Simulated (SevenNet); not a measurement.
# 1T (CdI2-type) PtTe2

All values below come from the machine-learned potential SevenNet-l3i5 (trained on PBE and PBE+U data).

Cell: relaxed at this level.

```
Quantity               Value
-------------------  -------
lattice parameter a  4.097 Å
c axis length        5.391 Å
```

Measured, for comparison: lattice constant a 4.026 Å, lattice parameter c 5.221 Å (temperature not stated, not corrected to a static lattice; as tabulated in Pelayo et al. (2023), arXiv:2312.15371). Computed (rounded) less measured: lattice constant a +1.8 %, lattice parameter c +3.3 %.

A machine-learned potential is trained on density-functional data: it inherits that level's misses and adds fitting errors of its own.

Note: this model's volume lies 7 % above that of the starting cell (a measured, published or database cell).
